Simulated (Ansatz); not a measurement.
## SiGe in the wurtzite structure (space group P6_3mc, No. 186; a model cell, its experimental status unchecked)

```
CELL_PARAMETERS angstrom
      3.90406     0.00000     0.00000
     -1.95203     3.38101     0.00000
      0.00000     0.00000     6.45485
ATOMIC_POSITIONS crystal
  Ge 0.66667 0.33333 0.99956
  Ge 0.33333 0.66667 0.49956
  Si 0.66667 0.33333 0.62564
  Si 0.33333 0.66667 0.12564
```

Method: DFT with r2SCAN, PAW potentials and a 500 eV plane-wave cutoff in Ansatz (a quantum-chemistry and plane-wave program), without spin-orbit coupling. Γ-centred 10×10×5 mesh, Fermi–Dirac width 0.05 eV.

```json
{
  "volume_per_atom": "21.30 Å³",
  "density": "3.93 g/cm³",
  "band_gap": "0.66 eV, indirect, Γ → M",
  "total_energy": "-2470.958 eV/atom (σ→0; compares only within this code and set-up)"
}
```

Whether these cells are dynamically stable was not tested.
